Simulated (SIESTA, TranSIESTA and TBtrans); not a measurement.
# Fe chain with one bond stretched by 0.6 Å

Device: Fe chain with one bond stretched by 0.6 Å. Leads: straight Fe chain, spacing 2.385 Å. Geometry: as built, not relaxed.

Method: TranSIESTA and TBtrans, PBE, DZP numerical orbitals (energy shift 0.15 eV), PseudoDojo norm-conserving scalar-relativistic potentials, mesh cutoff 200 Ry, 300 K, spin-polarised (collinear), no spin-orbit coupling; self-consistent non-equilibrium Green functions.

```
Item                                                           Value
-------------------------------------------------------------  -----
Conductance at 300 K (G0 = 2e²/h)                               1.11
Mean T from −0.5 to 0.5 eV                                      1.16
Spin polarisation of the conductance, (up − down)/(up + down)  -0.11
```

Energies count from the leads' Fermi level. Transmissions are for each spin. The energy step is 0.01 eV; narrower resonances are cut or missed.

```
E (eV)  T up  T down  lead channels up       down
------  ----  ------  ----------------  ---------
-2.00   1.22    0.80                 4          1
-1.80   1.24    0.85                 4          1
-1.60   0.97    0.89                 1          1
-1.40   0.98    0.92                 1          1
-1.20   0.99    0.94                 1          1
-1.00   0.99    0.95                 1          1
-0.80   0.99    0.97                 1  band edge
-0.60   0.99    1.00                 1          3
-0.40   0.99    1.08                 1          4
-0.20   0.99    1.18                 1          4
0.00    0.99    1.23                 1          4
0.20    0.99    1.35                 1          4
0.40    0.99    2.49                 1  band edge
0.60    1.00    2.22                 1          4
0.80    1.00    2.45                 1          4
1.00    1.00    2.26                 1          4
1.20    2.26    2.25                 3          4
1.40    2.48    1.03                 3          2
1.60    2.55    1.69                 3          3
1.80    2.59    2.39                 3          3
2.00    2.57    2.32                 3          3
```

The magnetic order of the leads was set by the start, and no other order was tried; the separate lead runs end at 3.46 (left) and 3.46 (right) μB an atom. The straight chain is held at its spacing; free chains may zigzag or dimerise.
